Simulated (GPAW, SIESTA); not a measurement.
A SIESTA input for a self-consistent single point of ZrNbCN (R3m, 4 atoms in the cell) (DFT, LDA PW92, numerical atomic orbitals DZP, PseudoDojo LDA standard norm-conserving potentials (rewritten from UPF to PSML)):

```
# files in the folder: Zr.psml Nb.psml C.psml N.psml (PseudoDojo LDA standard)
SystemName  ZrNbCN
SystemLabel zrnbcn

NumberOfAtoms                4
NumberOfSpecies              4
%block ChemicalSpeciesLabel
  1 40 Zr
  2 41 Nb
  3 6 C
  4 7 N
%endblock ChemicalSpeciesLabel
LatticeConstant              1.0 Bohr
%block LatticeVectors
     2.968113455    1.713639555    9.750962237
    -2.968113455    1.713639555    9.750962237
     0.000000000   -3.427280999    9.750962237
%endblock LatticeVectors
AtomicCoordinatesFormat      Ang
%block AtomicCoordinatesAndAtomicSpecies
     0.000000000   -0.000000252    3.906368158  1
    -0.000000000   -0.000000747   11.560078836  2
    -0.000000000   -0.000000003    0.050774272  3
     0.000000000   -0.000000498    7.702720234  4
%endblock AtomicCoordinatesAndAtomicSpecies

XC.functional                LDA
XC.authors                   PW92
PAO.BasisSize                DZP
PAO.EnergyShift              0.01 Ry
MeshCutoff                   400 Ry
%block kgrid.MonkhorstPack
   11   0   0  0.0
    0  11   0  0.0
    0   0  11  0.0
%endblock kgrid.MonkhorstPack
OccupationFunction           FD
ElectronicTemperature        1160.45 K

MaxSCFIterations             150
SCF.Mixer.Method             Broyden
SCF.Mixer.Weight             0.25
SCF.Mixer.History            8
SCF.DM.Tolerance             1.0E-05
Diag.ParallelOverK           true
WriteForces                  true
Charge.Mulliken              end
```

Problem. Give the GPAW input for the same structure, mesh, smearing and functional.

Solution. This is the input that was run; spellings and numerical settings could be chosen otherwise.

```python
from ase import Atoms
from ase.units import GPa
from gpaw import GPAW

atoms = Atoms(['Zr', 'Nb', 'C', 'N'],
              cell=[[1.570658, 0.906819, 5.159987],
                    [-1.570658, 0.906819, 5.159987],
                    [0.000000, -1.813639, 5.159987]],
              scaled_positions=[[0.252350, 0.252350, 0.252350],
                                [0.746777, 0.746777, 0.746777],
                                [0.003280, 0.003280, 0.003280],
                                [0.497593, 0.497593, 0.497593]],
              pbc=True)

calc = GPAW(mode={'name': 'pw', 'ecut': 900},
            xc='LDA',
            kpts=(11, 11, 11),
            occupations={'name': 'fermi-dirac', 'width': 0.1},
            nbands=-12,
            convergence={'forces': 0.001},
            symmetry={'symmorphic': False, 'tolerance': 0.0005},
            maxiter=120,
            txt='-')

atoms.calc = calc

energy = atoms.get_potential_energy()
print('Energy (eV):', round(energy, 6))
forces = atoms.get_forces()
print('Forces (eV/Ang):')
print(forces.round(5))
stress = atoms.get_stress()
print('Stress (GPa, Voigt):', (stress / GPa).round(4))
```

Basis settings and potentials, where a program has them, do not carry over. This input uses DFT LDA (Perdew-Wang 92), plane waves, GPAW PAW datasets LDA (gpaw-data 1.0.1). LDA parametrisations can differ slightly between programs.

The starting cell comes from a database of computed structures (which also holds hypothetical and non-ambient phases and stackings), without a prior relaxation at this level. Its lattice was rescaled by a random factor within 2.5 % of one. For this run, on top of that: lattice scaled by 0.98.
